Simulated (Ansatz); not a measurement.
Here is the system:

```xyz
2
Lattice="0.0000 2.9231 2.8380 2.9231 0.0000 2.8380 2.9231 2.9231 0.0000" Properties=species:S:1:pos:R:3 pbc="T T T"
Ge     2.9231     2.9231     2.8380
Ge     4.3847     4.3847     4.2570
```

Computed with PBEsol, rigid bands (plane waves, PAW, scalar-relativistic; Ansatz, a quantum-chemistry and plane-wave program). Condition of this run: biaxial strain xx = yy = +3 %, z clamped. Geometry: cell and atoms relaxed with PBEsol, then loaded as said.

Q: Is this a good metal at this level?

A: No. No gap shows, but r2SCAN opens one on the same cell, so the missing gap may be the functional's error (that test had no spin-orbit coupling). N(E_F) = 0.069 states/eV a cell at 300 K and the Drude plasma energy along the best axis is 0.94 eV, several times under that of a simple or noble metal.

Spin-orbit coupling is left out; it can open or close a small gap.
